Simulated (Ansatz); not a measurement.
Take PbTe in the rock salt structure (space group Fm-3m, No. 225) as the base.

```
CELL_PARAMETERS angstrom
      0.00000     3.22104     3.22104
      3.22104     0.00000     3.22104
      3.22104     3.22104     0.00000
ATOMIC_POSITIONS crystal
  Te 0.50000 0.50000 0.50000
  Pb 0.00000 0.00000 0.00000
```

Computed with DFT with PBEsol, PAW potentials and a 420 eV plane-wave cutoff in Ansatz (a quantum-chemistry and plane-wave program), no spin-orbit coupling.

For the base:

- Pressure = 0.01 GPa
- Electron mass = 0.26 mₑ along k, 0.098 mₑ across (at L)

The change: an isotropic linear strain of +1.50 %, atoms relaxed at fixed cell.

**Question.** What does the calculation give for the pressure after the change?

**Answer.** The pressure decreases by 1.81 GPa, from 0.01 GPa to -1.80 GPa.

**Question.** What happens to the electron mass?

**Answer.** The electron mass changes from 0.26 mₑ along k, 0.098 mₑ across (at L) to 0.28 mₑ along k, 0.10 mₑ across (at L).

With Pb and Te present, leaving out spin-orbit coupling can change the band edges. The levels and masses belong to the bands next to the band gap. Effective masses come from finite differences of ±0.01 Å⁻¹. Along k means along the line from Γ to the band edge. Whether these cells are dynamically stable was not tested.
